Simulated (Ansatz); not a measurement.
# How the equilibrium volume per atom of TaC (model structure, started from the CoSn type, P6/mmm, No. 191, 6 atoms in the cell) moves with the method

No measured value is used here.

```
level (code)         value (Å³/atom)
-------------------  ---------------
PBE (Ansatz)                   13.50
PBEsol (Ansatz)                13.15
PBE-D3(BJ) (Ansatz)            13.32
```

Density-functional levels without +SOC have no spin–orbit coupling. PBE-D3(BJ): a distance lies near a switch of the dispersion term, which can move the cell. Ansatz's density-functional and Hartree–Fock values are scalar-relativistic unless marked +SOC, with PAW data made under PBE.

A model structure was made by putting elements into a prototype or built by hand; it is no filed structure, need not be a known phase, and can be a saddle point held by its symmetry.

Ansatz is a first-principles code.
